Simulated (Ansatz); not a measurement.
For Zn3N2 (model structure, started from the A-La2O3 type, P-3m1, No. 164, 5 atoms in the cell), PBE (Ansatz, a quantum-chemistry and plane-wave program, plane waves, PAW) gives:

```
Item                   Value
-------------------  -------
lattice parameter a  3.369 Å
c axis length        5.767 Å
```

What does PBE-D3(BJ) in Ansatz (plane waves, PAW) give for the same quantities?


- lattice constant a: 3.344 Å (falls by 0.7 %)
- lattice parameter c: 5.645 Å (falls by 2.1 %)

Changes are worked out from the printed values.

Unless a cell is named, each level is at its own relaxed cell (PBE 11.34, PBE-D3(BJ) 10.93 Å³/atom).

Ansatz's density-functional and Hartree–Fock values are scalar-relativistic unless marked +SOC, with PAW data made under PBE.

A model structure was made by putting elements into a prototype or built by hand; it is no filed structure, need not be a known phase, and can be a saddle point held by its symmetry.
